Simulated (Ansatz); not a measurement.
Where the default PAW files enter, the runs use the earlier of Ansatz's two default sets.

Here is the system:

```
LiTaO3
1.0
    5.13396     0.00000     0.00000
    2.56698     4.44614     0.00000
    2.56698     1.48205     4.60543
Li Ta O
2 2 6
Cartesian
  7.70094   4.44614   3.91305
  2.56698   1.48205   1.61034
  2.56698   1.48205   4.59793
  5.13396   2.96409   2.29521
  3.48529   2.76043   3.24918
  5.78192   4.49371   3.24918
  6.13467   1.63814   3.24918
  4.21565   4.24248   0.94646
  4.48600   1.52962   0.94646
  6.70023   3.12018   0.94646
```

Space group of this cell: R3c. The cell is taken as given; by PBEsol its mean pressure is -1.4 GPa.

The current runs along the normal of the first two printed vectors, the (001) plane. All runs by Ansatz (an electronic-structure program), plane waves and PAW, without spin-orbit coupling; the base is PBEsol.

```json
[
 {"run": "base", "mean pressure (GPa)": "-1.4", "gap (eV)": "3.84", "mid-gap κ (1/Å)": "0.387"},
 {"run": "all lengths scaled by 0.98", "mean pressure (GPa)": "14.4", "gap (eV)": "4.10", "mid-gap κ (1/Å)": "0.391"},
 {"run": "all lengths scaled by 1.02", "mean pressure (GPa)": "-13.3", "gap (eV)": "(withheld)", "mid-gap κ (1/Å)": "(withheld)"},
 {"run": "lda in place of pbesol", "mean pressure (GPa)": "-6.8", "gap (eV)": "(withheld)", "mid-gap κ (1/Å)": "(withheld)"},
 {"run": "lengths across the current scaled by 0.98, ions clamped", "mean pressure (GPa)": "8.9", "gap (eV)": "3.97", "mid-gap κ (1/Å)": "0.389"},
 {"run": "lengths across the current scaled by 1.02, ions clamped", "mean pressure (GPa)": "-9.9", "gap (eV)": "(withheld)", "mid-gap κ (1/Å)": "(withheld)"},
 {"run": "lengths along the current scaled by 0.97, ions clamped", "mean pressure (GPa)": "5.7", "gap (eV)": "4.01", "mid-gap κ (1/Å)": "0.389"},
 {"run": "lengths along the current scaled by 1.03, ions clamped", "mean pressure (GPa)": "-7.4", "gap (eV)": "3.66", "mid-gap κ (1/Å)": "0.384"}
]
```

Problem. What belongs in the gaps?

Solution. 
- all lengths scaled by 1.02, gap (eV): 3.58
- all lengths scaled by 1.02, mid-gap κ (1/Å): 0.382
- lda in place of pbesol, gap (eV): 3.78
- lda in place of pbesol, mid-gap κ (1/Å): 0.383
- lengths across the current scaled by 1.02, ions clamped, gap (eV): 3.69
- lengths across the current scaled by 1.02, ions clamped, mid-gap κ (1/Å): 0.383
